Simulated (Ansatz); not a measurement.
**O on the (0001) surface of wurtzite GaN (2x2 with 3 H on 4 top atoms; a constructed slab, bottom: 3 H on 4 bottom sites), one in a cell of 36 Å², started at the site 'top H #2'**

Host crystal: wurtzite GaN, with a band gap (PBE, scalar-relativistic without spin-orbit coupling).

These are PBE (plane waves to 420 eV, PAW; Ansatz, a quantum-chemistry and plane-wave program) values and carry that method's errors.

Model: 47-atom slab, 13.8 Å thick at the start with caps and adatoms under the adsorbate (thin: gaps and levels are the slab's own), 4x4x1 mesh, Fermi-Dirac 0.01 eV, dipole correction, 23 atoms held, the rest relaxed; no symmetry held; spin-polarised, no spin-orbit, no U, no dispersion correction. The starting moment vanished. At the end it is bonded to Ga. In PBE it is, or lies within 0.03 eV of, the lowest of the starts that converged.

| Item | Value |
|---|---|
| energy of the end state, in which the adsorbate took H from the surface, giving HO, against ½ O2(g) | -2.77 eV |
| gap of the slab on its k-mesh | 1.88 eV |
| highest filled level below the top vacuum level | 7.04 eV |
| change of the step from the bottom to the top vacuum level, against the clean slab | 0.30 eV |
| energy released by relaxation | 4.30 eV |
| height of the binding atom over the mean of the host atoms within 0.3 Å of the top one | 0.174 Å |
| magnetic moment of the cell | 0.00 μB |
| largest move of a host atom | 0.95 Å |
| caution | the clean host was not checked against rearrangement in a larger or rattled cell |
| caution | the host itself rearranges in this cell, so the energy holds part of a reconstruction |

A negative adsorption energy means that the adsorbate is more stable on the surface than in its reference.
